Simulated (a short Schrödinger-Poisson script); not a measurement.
# Symmetric double-gate stack, SiO2 on p-type Si(100)

Stack: symmetric double-gate stack, SiO2 on p-type Si(100), at 150 K.

| layer | material | thickness (nm) | Na (cm⁻³) |
|---|---|---|---|
| 1 | SiO2 | 3 | - |
| 2 | Si | 5 | 4e17 |
| 3 | SiO2 | 3 | - |

The device is made up for the run: typed textbook-type constants, with dimensions and the other settings drawn at random. SiO2: permittivity 3.9, conduction-band edge (eV) 3.15, gap (eV) 9, electron mass (mₑ) 0.5. Si: permittivity 11.7, conduction-band edge (eV) 0, gap (eV) 1.124, Nv at 300 K (cm⁻³) 3.1e19.

Channel valleys (confinement mass, in-plane density-of-states mass, number): Δ2 0.916, 0.19, 2; Δ4 0.19, 0.417, 4. At the gates, both at one voltage, the conduction-band edge of layer 1 lies 3.49 eV − eVg above the Fermi level of the channel. Gaps are held at their typed values at every temperature. Mesh 0.03 nm at interfaces.

From a short Schrödinger-Poisson script (our own, NumPy): 1D Poisson equation in equilibrium, electrons quantum, Hartree (BenDaniel-Duke, 12 states a valley, the channel's in-plane mass for all, wave functions free to enter the dielectric), parabolic valleys, classical holes, full ionisation, no traps, pinning or gate leakage.

```tsv
Vg (V)	electrons (cm⁻²)	C (μF/cm²)	Δ2 E0 (meV)	Δ2 E1 (meV)	Δ4 E0 (meV)	Δ4 E1 (meV)
0.2	4.39e6	< 0.003	170.9	216.7	214.2	390.9
0.4	5.77e11	1.53	17.4	61.7	60.3	235.4
0.6	2.78e12	1.87	-6.9	32.5	35.2	204.3
0.8	5.16e12	1.95	-18.1	16.8	23.6	186.9
1	7.62e12	1.99	-25.4	5.4	16.1	174.2
1.2	1.01e13	2.01	-31.0	-3.8	10.7	163.9
1.4	1.26e13	2.03	-35.7	-11.6	6.4	155.1
1.6	1.52e13	2.05	-40.0	-18.6	2.7	147.3
1.8	1.77e13	2.06	-44.0	-25.1	-0.4	140.1
```

Gate voltages with under 1e6 electrons/cm² are left out.

Subbands count from the Fermi level. The capacitance is that of both gates.
